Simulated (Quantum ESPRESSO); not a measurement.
# How far to go with the SCF threshold: Te (C2, 3 atoms in the cell)

```yaml
crystal:
  lattice:
    - [2.21885, -3.84316, 0.00000]
    - [2.21885, 3.84316, 0.00000]
    - [0.00000, 0.00000, 5.90035]
  atoms:
    - { symbol: Te, position: [0.00000, 0.26300, 0.66667] }
    - { symbol: Te, position: [0.74827, 0.74827, 0.00000] }
    - { symbol: Te, position: [0.26300, 0.00000, 0.33333] }
```

Computed with LDA (PZ), GBRV 1.5 ultrasoft (LDA) pseudopotentials (plane waves; Quantum ESPRESSO).

Base settings: ecutwfc = 40 Ry; ecutrho = 200 Ry; occupations = smearing; smearing = fd; degauss = 0.00147 Ry; potentials = {Te: te_lda_v1.uspp.F.UPF}; K_POINTS = automatic 3 3 2 0 0 0; conv_thr = 1e-08 Ry; mixing_beta = 0.7.

The mesh stays at the base's, so the ladder's end is converged at best in this setting alone.

Only quantities that move along the ladder and can be compared are tabulated; the gap is left out on so coarse a mesh.

The count of work is k-points × plane waves × bands × iterations; it is no time. 

The starting cell has typed, rounded lattice constants, without a prior relaxation at this level. Its lattice was rescaled by up to half a per cent. One atom was moved a little off its site on purpose.

Steps (conv_thr): 0.0073 Ry; 0.00073 Ry; 7.3e-05 Ry; 7.3e-06 Ry; 7.3e-07 Ry; 7.3e-08 Ry; 1e-08 Ry; 7.3e-09 Ry; 7.3e-10 Ry; 7.3e-12 Ry; 7.3e-14 Ry.

Task: What is the coarsest conv_thr that holds the pressure within 0.1 GPa of the last step, with all finer ones?

Result: 0.00073 Ry, at 0.27 of the last step's count of work; the step before is off by 0.11 GPa.

Task: What is the coarsest conv_thr that holds the forces within 0.02 eV/Å of the last step, with all finer ones?

Result: 7.3e-05 Ry, at 0.36 of the last step's count of work; the step before is off by 0.043 eV/Å.

Task: What is the coarsest conv_thr that holds the free energy within 0.5 meV/atom of the last step, with all finer ones?

Result: 0.00073 Ry, at 0.27 of the last step's count of work; the step before is off by 1.6 meV/atom.

```tsv
conv_thr	free energy less the last step's (meV/atom)	pressure (GPa)	largest difference of a force vector from the last step's (eV/Å)	count of work / last
0.0073 Ry	1.55	0.36	0.064	0.18
0.00073 Ry	0.25	0.19	0.043	0.27
7.3e-05 Ry	0.02	0.24	0.010	0.36
7.3e-06 Ry	0.02	0.24	0.010	0.36
7.3e-07 Ry	0.00	0.25	0.002	0.55
7.3e-08 Ry	0.00	0.25	0.001	0.64
1e-08 Ry	0.00	0.25	0.001	0.64
7.3e-09 Ry	0.00	0.25	0.001	0.64
7.3e-10 Ry	0.00	0.25	0.000	0.82
7.3e-12 Ry	0.00	0.25	0.000	0.91
7.3e-14 Ry	0.00	0.25	0.000	1.0
```
